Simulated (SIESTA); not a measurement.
Input and output of a self-consistent single point for GaTc (P1, 2 atoms in the cell) (SIESTA).

Method: GGA PBEsol, numerical atomic orbitals DZP, PseudoDojo PBEsol standard norm-conserving potentials (rewritten from UPF to PSML) in SIESTA.

The change in words: atoms moved at random. Reference geometry:
```
GaTc
1.0
    2.83371     0.00000     0.00000
   -1.41686     2.45407     0.00000
    0.00000     0.00000     4.04042
Ga Tc
1 1
Direct
  0.66667   0.33333   0.50000
  0.33333   0.66667   0.00000
```

Reference input (self-consistent single point, DFT, GGA PBEsol, numerical atomic orbitals DZP, PseudoDojo PBEsol standard norm-conserving potentials (rewritten from UPF to PSML)): XC.functional = GGA; XC.authors = PBEsol; potentials = PseudoDojo PBEsol standard; PAO.BasisSize = DZP; PAO.EnergyShift = 0.005 Ry; MeshCutoff = 400 Ry; kgrid.MonkhorstPack = 11 11 7; OccupationFunction = FD; ElectronicTemperature = 1578.21 K; MaxSCFIterations = 150; SCF.Mixer.Method = Pulay; SCF.Mixer.Weight = 0.2. This run's input differs from it in these lines:

```diff
@@ -18,4 +18,4 @@
 %block AtomicCoordinatesAndAtomicSpecies
-     1.416857417    0.818021182    2.020209500  1
-    -0.000001417    1.636044818    0.000000000  2
+     1.414138470    0.811240598    1.985461897  1
+     0.002717530    1.642825402    0.034747603  2
 %endblock AtomicCoordinatesAndAtomicSpecies
```

Output (repeated stretches shortened):

```
        iscf     Eharris(eV)        E_KS(eV)     FreeEng(eV)     dDmax    Ef(eV) dHmax(eV)
   scf:    1    -4368.654541    -4384.429193    -4384.525840  1.697183 -6.019241  4.257175
   scf:    2    -4384.858003    -4384.652482    -4384.748959  0.270814 -6.121584  2.870121
   scf:    3    -4384.956594    -4384.833612    -4384.932499  0.425999 -6.360189  0.374573
   scf:    4    -4384.837021    -4384.835617    -4384.934892  0.052843 -6.386548  0.102470
   scf:    5    -4384.836833    -4384.836367    -4384.935716  0.027884 -6.379533  0.009286
   [... 3 lines left out ...]
   scf:    9    -4384.836376    -4384.836377    -4384.935720  0.000104 -6.380332  0.000121
   scf:   10    -4384.836377    -4384.836377    -4384.935720  0.000014 -6.380337  0.000071
   scf:   11    -4384.836376    -4384.836376    -4384.935720  0.000034 -6.380358  0.000022
   scf:   12    -4384.836376    -4384.836376    -4384.935720  0.000002 -6.380359  0.000010
SCF Convergence by DM+H criterion
max |DM_out - DM_in|         :     0.0000023324
max |H_out - H_in|      (eV) :     0.0000100205
SCF cycle converged after 12 iterations

Using DM_out to compute the final energy and forces

siesta: E_KS(eV) =            -4384.8364

siesta: E_KS - E_eggbox =     -4384.8364

siesta: Atomic forces (eV/Ang):
     1    0.023578    0.061225    1.091767
     2   -0.021543   -0.055756   -1.091790
   Tot    0.002035    0.005469   -0.000023
   Max    1.091790
   Res    0.631379    sqrt( Sum f_i^2 / 3N )
   Max    1.091790    constrained

Stress tensor Voigt[x,y,z,yz,xz,xy] (kbar):      -46.44      -53.20      -95.74       -1.69       -0.58        1.62
(Free)E + p*V (eV/cell)    -4383.7936
Target enthalpy (eV/cell)    -4384.9357

siesta: Program's energy decomposition (eV):
siesta: FreeEng =     -4384.935720

   [... lines left out ...]
siesta:    -0.028987    0.001012   -0.000361
siesta:     0.001012   -0.033205   -0.001053
siesta:    -0.000361   -0.001053   -0.059759

siesta: Cell volume =         28.097544 Ang**3

siesta: Pressure (static):
siesta:                Solid            Molecule  Units
siesta:           0.00044274          0.00016972  Ry/Bohr**3
siesta:           0.04065011          0.01558326  eV/Ang**3
siesta:          65.12865254         24.96713801  kBar
```

The run converged in 12 iterations. Against the reference run the free energy rises by 19.2 meV/atom, the pressure goes from 5.78 to 6.51 GPa and the largest force goes from 0.000 to 1.094 eV/Å.

The starting cell comes from a database of computed structures (which also holds hypothetical and non-ambient phases and stackings), without a prior relaxation at this level. Its lattice was rescaled by a random factor within 2.5 % of one. For this run, on top of that: atoms moved at random. Spin polarisation is off. Values carry the incompleteness of an atom-centred basis. With a pressure of about 7 GPa the cell is away from its equilibrium volume at this level. Forces in this geometry exceed 1 eV/Å.

Cost on one core of a shared machine: roughly 80 s.
